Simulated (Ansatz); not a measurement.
Worked example: relaxation of cell and atoms of Pt3Pb (Pm-3m, 4 atoms in the cell) in Ansatz (a program for electronic structure).

Level of theory: LDA (PW92), default PAW files made with PBE (plane waves; Ansatz).

The change in words: atoms on their sites; basis.ecutwfc: 420 eV → 295 eV; relax: default → cell and atoms. Reference geometry:
```
CELL_PARAMETERS angstrom
      4.12023     0.00000     0.00000
      0.00000     4.12023     0.00000
      0.00000     0.00000     4.12023
ATOMIC_POSITIONS crystal
  Pt 0.50000 0.00000 0.50000
  Pt 0.01213 0.50000 0.50000
  Pt 0.50000 0.50000 0.00000
  Pb 0.00000 0.00000 0.00000
```

Reference input (self-consistent single point, DFT, LDA (PW92), plane waves, default PAW files made with PBE): basis.ecutwfc = 420 eV; kpoints.mp_grid.grid = 7 7 7; hamiltonian.xc = lda; hamiltonian.pseudopotentials = {kind: paw} (the program's default PAW files); scf.occupations.method = fermi_dirac; scf.occupations.width = 0.1 eV. This run's input differs from it in these lines:

Ansatz 0.2 input:
```diff
@@ -7,3 +7,3 @@
     - { symbol: Pt, position: [0.500000, 0.000000, 0.500000] }
-    - { symbol: Pt, position: [0.012135, 0.500000, 0.500000] }
+    - { symbol: Pt, position: [0.000000, 0.500000, 0.500000] }
     - { symbol: Pt, position: [0.500000, 0.500000, 0.000000] }
@@ -11,3 +11,3 @@
 basis:
-  ecutwfc: 420.0
+  ecutwfc: 295.0
 kpoints:
@@ -23,2 +23,4 @@
     width: 0.1
+relax:
+  cell: {}
 output:
```

Output (repeated stretches shortened):

```
   [... SCF lines of the steps left out ...]
relax step   1: F+E_penalty+E_count = -48336.88255496 eV  Δ(F+E_penalty+E_count) = +0.000e0 eV  max|allowed force component| = 3.303e-28 eV/Å  Δτ_max = 0.0000 Å  P = -11.624 GPa  Ω = 69.946 Å³  (6 SCF iters, dr2 threshold 1.00e-7 eV, accepted)
relax step   2: F+E_penalty+E_count = -48337.13797700 eV  Δ(F+E_penalty+E_count) = -2.554e-1 eV  max|allowed force component| = 1.683e-29 eV/Å  Δτ_max = 0.0000 Å  P = +37.977 GPa  Ω = 60.207 Å³  energy of the carried Pulay correction = +9.238e-1 eV  [...]
   [... lines left out ...]
relax step  12: F+E_penalty+E_count = -48337.04820454 eV  Δ(F+E_penalty+E_count) = -3.495e-3 eV  max|allowed force component| = 9.828e-30 eV/Å  Δτ_max = 0.0000 Å  P = -0.010 GPa  Ω = 65.816 Å³  energy of the carried Pulay correction = +3.477e-3 eV  [...]
relax step  13: F+E_penalty+E_count = -48337.04820454 eV  Δ(F+E_penalty+E_count) = -7.276e-12 eV  max|allowed force component| = 9.401e-30 eV/Å  Δτ_max = 0.0000 Å  P = -0.018 GPa  Ω = 65.816 Å³  stress off target by 1.83e-2 GPa  SCF on the basis [...]
basis re-selected at this cell: Δ(F+E_penalty+E_count) = -7.276e-12 eV, ΔP = -0.008 GPa vs the last step
the relaxation is at rest under the 48 symmetry operations that the run kept from its start: a minimum is not shown …
Stability not checked: this state was not tested for a lower state beside it, because too few of the mixer's solves of this state at the end of the SCF gave a …
Free energy (F): -48337.048205 eV
Internal energy: -48337.016981 eV  (E = F + TS)
   [... lines left out ...]
Fermi energy:    21.333244 eV
  cell:  # Å, volume = 65.8162 Å³
   [... lines left out ...]
    - [4.182879097966028e-34, -3.209883240645393e-35, 4.03748584426712]
  atoms:
    - { symbol: Pt, position: [0.5, 8.283298751282228e-47, 0.5] }
    - { symbol: Pt, position: [-3.2351144050955936e-46, 0.5, 0.5] }
    - { symbol: Pt, position: [0.5, 0.5, -1.0859443017104591e-47] }
    - { symbol: Pb, position: [2.2452051556829246e-46, -7.016266111509142e-48, 3.0044011298000674e-47] }
```

The run converged.  The full log also holds: “iter 5 did not close the SCF: its close was put off for the readings that it lacked (scf_convergence_deferred on its scf_iter line)”. The full log also holds: “iter 3 did not close the SCF: its close was put off for the readings that it lacked (scf_convergence_deferred on its scf_iter line)”.

Summary of the result:
| Item | Result |
|---|---|
| Free energy E − TS (on the zero of these files) | -48337.0482 eV |
| Fermi level (on the code's own zero) | 21.33 eV |
| Pressure | -0.02 GPa |
| Final cell | a = b = c = 4.0375 Å, α = β = γ = 90.00° |
| Final volume per atom | 16.45 Å³ |
| Relaxation steps | 13 |

The starting cell comes from a database of computed structures (which also holds hypothetical and non-ambient phases and stackings), without a prior relaxation at this level. Its lattice was rescaled by up to half a per cent. Spin polarisation is off. The relaxation keeps the symmetry of its start, so its end need not be a minimum. Ansatz's pressure includes its estimate of the finite-basis (Pulay) stress. Without the estimate this run gives -14.87 GPa. The cutoff lies below the one recommended for these files.

Cost on one core of a shared machine: roughly 30 s.
